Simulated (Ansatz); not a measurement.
Worked sum: formation energy of the neutral O_i + V_Si in Si (diamond, Fd-3m)

This concerns the formation energy of the neutral O_i + V_Si in Si (diamond, Fd-3m). Reaction: 63 Si (diamond) + 1/2 O2 (gas) → cell A.

A: a supercell of 64 sites of Si (diamond, Fd-3m) with one empty Si site amid 4 Si; O off the lattice sites (2 Si at 1.71 Å); the closest two of these centres are 1.0 Å apart; spin state with PBE: run without spin.

Setting: static, neutral cells in Ansatz (PAW) whose structures rest at the PBE level. Ansatz (a quantum-chemistry and plane-wave program) runs with its default PAW set. Other levels take these structures. The lattices are those relaxed with PBE, so at other levels the solids can be strained, which adds to the spread. Larger cells are relaxed from a start prepared with the learned potential CHGNet till forces fall under 0.03 eV/Å, which some starts already meet. A dispersion term (D3(BJ), or D4 for r2SCAN) was computed beside these levels and is taken off wherever the name lacks it. The PAW files were made for PBE and serve at the other functionals too. Space groups of crystals are read within 0.01 Å. Mesh and cell size may move defect energies by 0.1 eV or more. Cell A has symmetry Cmm2 within 0.02 Å and got no random move, so less symmetric positions, which may lie lower, weren't tried.

Total energies of the cells in eV, at zero smearing width. They compare only within one column; the weights balance every element.

| cell | atoms | weight | PBE | PBEsol |
|---|---|---|---|---|
| A: Si:O_i + V_Si | 64 | +1 | -40621.30164 | -39712.51921 |
| Si (diamond) | 64 | −63/64 | -40691.69042 | -39775.19913 |
| O2 (gas) | 2 | −1/2 | -1129.93688 | -1116.56354 |

PBE: (-40621.30164) − 63/64 × (-40691.69042) − 1/2 × (-1129.93688) = -0.450 eV.

PBEsol: (-39712.51921) − 63/64 × (-39775.19913) − 1/2 × (-1116.56354) = -0.526 eV.
